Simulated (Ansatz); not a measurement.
Defect migration in zinc-blende ZnS: S vacancy, charge state +2. Calculation: PBE, PAW (plane waves to 420 eV; Ansatz, a quantum-chemistry and plane-wave program).

64-site cell at the relaxed PBE lattice, the Γ point alone, smearing 0.01 eV, spin-restricted, no finite-size correction. Static, classical nuclei. The charge state is imposed; whether it is stable for some Fermi level was not computed. Forms of the defect that were not tried may lie lower.

Barriers: single points on a 2×2×2 k-point mesh shifted by half a step at the bands' geometries (they differ from the bands' own by up to 0.17 eV, and are uncertain by about as much).

The step: one S atom jumps into the vacancy from a nearby S site; the atom moves 3.90 Å along (0.00, -0.51, -0.51) of the unit cell; the moving atom starts with neighbours Zn at 2.27, 2 Zn at 2.36, Zn at 2.39 Å and ends with Zn at 2.27, 2 Zn at 2.36, Zn at 2.39 Å.

Question: What migration barrier of this step does PBE, PAW give?

Answer: 1.65 eV, the same both ways. At the saddle the moving atom has neighbours Zn at 2.21, Zn at 2.49, Zn at 2.50 Å. The program found a first-order saddle point.
